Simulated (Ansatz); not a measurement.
A (10,10) MoS2 nanotube, relaxed period 3.198 Å, atoms relaxed at each strain.

| strain | energy (meV a period) | axial force (nN) |
|---|---|---|
| -0.015 | +149.2 | -10.11 |
| +0.015 | +130.5 | +8.57 |

Level of theory: PBE (plane waves to 420 eV, PAW; Ansatz, a first-principles code). Mesh 1×1×10. No spin polarisation, so a magnetic state wasn't tested. Periodic along z alone, with about 11 Å of vacuum beside it. An idealised model, rolled from the flat sheet. Only distortions within the start's symmetry and period were free. Values not marked SOC lack spin–orbit coupling. Buckling under compression is shut out by symmetry and the short period. Energies are free energies at a Fermi–Dirac width of 0.02 eV, from the unstrained cell.

Mean diameter 18.21 Å.

**Question.** Work out the axial stiffness dF/dε in two ways, and what it means for a modulus.

**Answer.** From the forces: (+8.57 − (-10.11))/0.030 = 623 nN. From the energies: (E₊ + E₋)/(ε² c) = 0.2797 eV/(0.015² × 3.198 Å) = 388.7 eV/Å = 623 nN. The two agree to within 1 %. Spread over the circumference π × 18.21 Å, the force value is a sheet stiffness of 109 N/m.
